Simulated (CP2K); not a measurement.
## CP2K run on LaGePd (C2/m, 6 atoms in the cell): self-consistent single point

Computed with PBEsol, GPW, DZVP-MOLOPT-SR-GTH basis, GTH-PBE potentials (GTH_POTENTIALS) (CP2K).

Input:

```
&GLOBAL
  PROJECT lagepd
  RUN_TYPE ENERGY_FORCE
  PRINT_LEVEL MEDIUM
&END GLOBAL
&FORCE_EVAL
  METHOD Quickstep
  STRESS_TENSOR ANALYTICAL
  &DFT
    BASIS_SET_FILE_NAME BASIS_MOLOPT
    BASIS_SET_FILE_NAME BASIS_MOLOPT_UCL
    POTENTIAL_FILE_NAME GTH_POTENTIALS
    &QS
      METHOD GPW
      EPS_DEFAULT 1E-10
    &END QS
    &MGRID
      CUTOFF 500
      REL_CUTOFF 50
      NGRIDS 5
    &END MGRID
    &SCF
      SCF_GUESS ATOMIC
      EPS_SCF 1E-6
      MAX_SCF 100
      ADDED_MOS 11
      &DIAGONALIZATION
        ALGORITHM STANDARD
      &END DIAGONALIZATION
      &MIXING
        METHOD BROYDEN_MIXING
        ALPHA 0.3
        NBUFFER 8
      &END MIXING
      &SMEAR ON
        METHOD GAUSSIAN
        SIGMA [eV] 0.136
      &END SMEAR
    &END SCF
    &KPOINTS
      SCHEME MONKHORST-PACK 5 5 3
    &END KPOINTS
    &XC
      &XC_FUNCTIONAL
        &PBE
          PARAMETRIZATION PBESOL
        &END PBE
      &END XC_FUNCTIONAL
    &END XC
    &PRINT
      &MO
        EIGENVALUES T
        OCCUPATION_NUMBERS T
        NDIGITS 8
        FILENAME mo
        &EACH
          QS_SCF 0
        &END EACH
        ADD_LAST NUMERIC
      &END MO
      &MULLIKEN ON
      &END MULLIKEN
    &END PRINT
  &END DFT
  &SUBSYS
    &CELL
      ABC 5.74694700 5.74694675 7.67467081
      ALPHA_BETA_GAMMA 129.06668385 129.06668215 46.84426545
      PERIODIC XYZ
    &END CELL
    &COORD
      SCALED
      La       0.46648000     0.46648000     0.70601000
      La       0.53352000     0.53352000     0.29399000
      Ge       0.16075000     0.16075000     0.11074000
      Ge       0.83925000     0.83925000     0.88926000
      Pd       0.81438000     0.81438000     0.27811000
      Pd       0.18562000     0.18562000     0.72189000
    &END COORD
    &KIND La
      BASIS_SET DZVP-MOLOPT-SR-GTH
      POTENTIAL GTH-PBE-q11
    &END KIND
    &KIND Ge
      BASIS_SET DZVP-MOLOPT-SR-GTH
      POTENTIAL GTH-PBE-q4
    &END KIND
    &KIND Pd
      BASIS_SET DZVP-MOLOPT-SR-GTH
      POTENTIAL GTH-PBE-q18
    &END KIND
  &END SUBSYS
  &PRINT
    &FORCES ON
    &END FORCES
    &STRESS_TENSOR ON
    &END STRESS_TENSOR
  &END PRINT
&END FORCE_EVAL
```

Output (repeated stretches shortened):

```
 GLOBAL| Method name                                                        CP2K
 GLOBAL| Project name                                                     lagepd
 GLOBAL| Run type                                                   ENERGY_FORCE

 CELL| Volume [angstrom^3]:                                           134.397330
 CELL| Vector a [angstrom]:       5.747     0.000     0.000   |a| =     5.746947
 CELL| Vector b [angstrom]:       3.931     4.192     0.000   |b| =     5.746947
 CELL| Vector c [angstrom]:      -4.837    -2.095     5.578   |c| =     7.674671
 CELL| Angle (b,c), alpha [degree]:                                   129.066684
 CELL| Angle (a,c), beta  [degree]:                                   129.066682
 CELL| Angle (a,b), gamma [degree]:                                    46.844265
 CELL| Numerically orthorhombic:                                              NO
 CELL| Periodicity                                                           XYZ

 DFT| Spin restricted Kohn-Sham (RKS) calculation                            RKS
 DFT| Multiplicity                                                             1
 DFT| Number of spin states                                                    1
 DFT| Charge                                                                   0
 DFT| XC density smoothing                                                  NONE
 DFT| XC derivatives                                                          PW

 QS| Method:                                                                 GPW
 QS| Density plane wave grid type                        NON-SPHERICAL FULLSPACE
 QS| Number of grid levels:                                                    5
 QS| Density cutoff [a.u.]:                                                250.0
 QS| Multi grid cutoff [a.u.]: 1) grid level                               250.0
   [... lines left out ...]
 BRILLOUIN| Wavefunction type                                            COMPLEX
 BRILLOUIN| List of Kpoints [2 Pi/Bohr]                                       38
 BRILLOUIN| Number           Weight            X              Y              Z
 BRILLOUIN|     1           0.02667       -0.40000       -0.40000       -0.33333
 BRILLOUIN|     2           0.02667       -0.40000       -0.40000        0.00000
 BRILLOUIN|     3           0.02667       -0.40000       -0.40000        0.33333
   [... 35 lines left out ...]
 *******************************************************************************

 Extrapolation method: initial_guess

 Re-scaling the density matrix to get the right number of electrons
                  # Electrons              Trace(P)               Scaling factor
                           66                66.000                        1.000

 Number of electrons:                                                         66
 Number of occupied orbitals:                                                 33
 Number of molecular orbitals:                                                44

 Number of orbital functions:                                                128
 Number of independent orbital functions:                                    128
 SCF WAVEFUNCTION OPTIMIZATION

  Step     Update method      Time    Convergence         Total energy    Change
     1 NoMix/Diag. 0.30E+00      -     1.19549867      -326.7952893325 -3.27E+02
     2 Broy./Diag. 0.30E+00      -     0.89233313      -337.3597702109 -1.06E+01
     3 Broy./Diag. 0.30E+00      -     0.14896436      -318.2953260538  1.91E+01
     4 Broy./Diag. 0.30E+00      -     0.11488576      -323.3791363167 -5.08E+00
     5 Broy./Diag. 0.30E+00      -     0.02023534      -325.9063835708 -2.53E+00
     6 Broy./Diag. 0.30E+00      -     0.00624581      -325.3792330142  5.27E-01
     7 Broy./Diag. 0.30E+00      -     0.00288871      -325.5659897198 -1.87E-01
   [... 2 lines left out ...]
    10 Broy./Diag. 0.30E+00      -     0.00020506      -325.5026841135  3.78E-03
    11 Broy./Diag. 0.30E+00      -     0.00002679      -325.5070312301 -4.35E-03
    12 Broy./Diag. 0.30E+00      -     0.00000709      -325.5074580935 -4.27E-04
    13 Broy./Diag. 0.30E+00      -     0.00000133      -325.5073193286  1.39E-04
    14 Broy./Diag. 0.30E+00      -     0.00000044      -325.5073262313 -6.90E-06
  *** SCF run converged in    14 steps ***

  Electronic density on regular grids:        -65.9999999989        0.0000000011
  Core density on regular grids:               65.9999999933       -0.0000000067
  Total charge density on r-space grids:       -0.0000000056
  Total charge density g-space grids:          -0.0000000056

  Overlap energy of the core charge distribution:               0.00000000107105
  Self energy of the core charge distribution:               -590.16586289866723
  Core Hamiltonian energy:                                    134.29596264928932
  Hartree energy:                                             166.33314253471235
  Exchange-correlation energy:                                -35.96949037126536
  Smearing free energy correction:                             -0.00107814676082
  Fermi energy:                                                 0.36816508041011

  Total energy:                                              -325.50732623134462
  Total energy (extrapolated to sigma->0):                   -325.50678715796420

                     Mulliken Population Analysis

 #  Atom  Element  Kind  Atomic population                           Net charge
       1     La       1         10.587590                              0.412410
       2     La       1         10.587591                              0.412409
       3     Ge       2          3.998424                              0.001576
       4     Ge       2          3.998424                              0.001576
       5     Pd       3         18.413985                             -0.413985
       6     Pd       3         18.413985                             -0.413985
 # Total charge                             66.000000                 -0.000000

 ENERGY| Total FORCE_EVAL ( QS ) energy [hartree]           -325.507327136732613

 FORCES| Atomic forces [hartree/bohr]
 FORCES|   Atom     x               y               z               |f|
 FORCES|      1  6.15210147E-04  2.66512611E-04 -1.37051457E-03   1.52572038E-03
 FORCES|      2 -6.15242526E-04 -2.66544904E-04  1.37050501E-03   1.52573050E-03
 FORCES|      3  1.74969959E-03  7.57989640E-04  5.30178297E-04   1.97916295E-03
 FORCES|      4 -1.74967117E-03 -7.57955131E-04 -5.30156687E-04   1.97911882E-03
 FORCES|      5  8.85755041E-04  3.83718244E-04  3.26706216E-03   3.40668414E-03
 FORCES|      6 -8.85751085E-04 -3.83720461E-04 -3.26707421E-03   3.40669492E-03
 FORCES| Sum     2.38836381E-12  4.54042186E-13  5.10463199E-13
 FORCES| Total atomic force                                       2.48415150E-12

 STRESS| Analytical stress tensor [bar]
 STRESS|                        x                   y                   z
 STRESS|      x       -9.41948673526E+03   3.21228169499E+03   2.30756308387E+01
 STRESS|      y        3.21228169499E+03  -1.54431640335E+04   1.00093384719E+01
 STRESS|      z        2.30756308387E+01   1.00093384719E+01  -1.37243245647E+04
 STRESS| 1/3 Trace                                            -1.28623251112E+04
```

The run converged in 14 iterations.

The starting cell comes from a database of computed structures (which also holds hypothetical and non-ambient phases and stackings), without a prior relaxation at this level. Spin polarisation is off. Values carry the incompleteness of an atom-centred basis. The potentials were made for another functional than the one used.

Cost on one core of a shared machine: roughly 2 min.
